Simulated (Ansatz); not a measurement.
Point defects in TiSi2

Take a 12-atom supercell of TiSi₂ (space group Cmcm, No. 63; a = 3.5459 Å, b = 13.5650 Å, c = 3.5797 Å) at its relaxed geometry as the base.

One neutral defect a cell, atoms relaxed at fixed cell.

Computed with Ansatz (a first-principles code) PBE, no spin-orbit coupling, earlier PAW set.

| variant | largest displacement of a host atom from its site in the perfect cell | pressure |
|---|---|---|
| perfect supercell | – | 0.0 GPa |
| Hf on a Ti site, symmetric start | 0.07 Å | 5.1 GPa |
| Ti interstitial (started 1.72 Å from the nearest host atom) | 0.52 Å | ? |
| Si on a Ti site (antisite) | ? | ? |
| H interstitial (started 1.80 Å from the nearest host atom) | 0.10 Å | ? |
| Ti vacancy, symmetric start | 0.15 Å | -2.4 GPa |

### Question
Some entries are withheld; estimate them.

### Answer

- Ti interstitial (started 1.72 Å from the nearest host atom), pressure: 25.7 GPa
- Si on a Ti site (antisite), largest displacement of a host atom from its site in the perfect cell: 1.39 Å
- Si on a Ti site (antisite), pressure: 2.3 GPa
- H interstitial (started 1.80 Å from the nearest host atom), pressure: 1.9 GPa

The cell is small, so the values are those of an ordered compound at a high defect concentration; dilute-limit values will differ. Defects with a symmetric start kept the site's symmetry and may sit on a saddle; the others started slightly shaken. All final runs are without spin polarisation.
